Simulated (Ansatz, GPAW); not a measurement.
An Ansatz (a quantum-chemistry and plane-wave program) input for a self-consistent single point of NbAs (I4_1md, 4 atoms in the cell) (DFT, PBE, plane waves, default PAW files):

Ansatz 0.2 input:
```yaml
# NbAs
crystal:
  lattice:
    - [-1.67431400, 1.67431400, 5.70417600]
    - [1.67431400, -1.67431400, 5.70417600]
    - [1.67431400, 1.67431400, -5.70417600]
  atoms:
    - { symbol: Nb, position: [0.74972000, 0.74972000, 0.00000000] }
    - { symbol: Nb, position: [0.49972000, 0.99972000, 0.50000000] }
    - { symbol: As, position: [0.16728000, 0.16728000, 0.00000000] }
    - { symbol: As, position: [0.91728000, 0.41728000, 0.50000000] }
basis:
  ecutwfc: 420.0
kpoints:
  mp_grid: { grid: [8, 8, 8] }
hamiltonian:
  xc: pbe
  pseudopotentials: { kind: paw }
scf:
  occupations: { method: gaussian, width: 0.1 }
output:
  forces: true
  eigenvalues: true
  stress: true
```

Problem. Give the GPAW input for the same structure, mesh, smearing and functional.

Solution. One input that does it (others would too):

```python
from ase import Atoms
from ase.units import GPa
from gpaw import GPAW

atoms = Atoms(['Nb', 'Nb', 'As', 'As'],
              cell=[[-1.674314, 1.674314, 5.704176],
                    [1.674314, -1.674314, 5.704176],
                    [1.674314, 1.674314, -5.704176]],
              scaled_positions=[[0.749720, 0.749720, 0.000000],
                                [0.499720, 0.999720, 0.500000],
                                [0.167280, 0.167280, 0.000000],
                                [0.917280, 0.417280, 0.500000]],
              pbc=True)

calc = GPAW(mode={'name': 'pw', 'ecut': 600},
            xc='PBE',
            kpts={'size': (8, 8, 8), 'gamma': True},
            occupations={'name': 'methfessel-paxton', 'width': 0.1, 'order': 0},
            nbands=-8,
            convergence={'forces': 0.001},
            symmetry={'symmorphic': False, 'tolerance': 0.0005},
            maxiter=150)

atoms.calc = calc

energy = atoms.get_potential_energy()
print('Energy (eV):', round(energy, 6))
forces = atoms.get_forces()
print('Forces (eV/Ang):')
print(forces.round(5))
stress = atoms.get_stress()
print('Stress (GPa, Voigt):', (stress / GPa).round(4))
```

Basis settings and potentials, where a program has them, do not carry over. This input uses DFT PBE, plane waves, GPAW PAW datasets PBE (gpaw-data 1.0.1).

The starting cell comes from a database of computed structures (which also holds hypothetical and non-ambient phases and stackings), without a prior relaxation at this level. Its lattice was rescaled by a random factor within 2.5 % of one. For this run, on top of that: lattice scaled by 0.98.
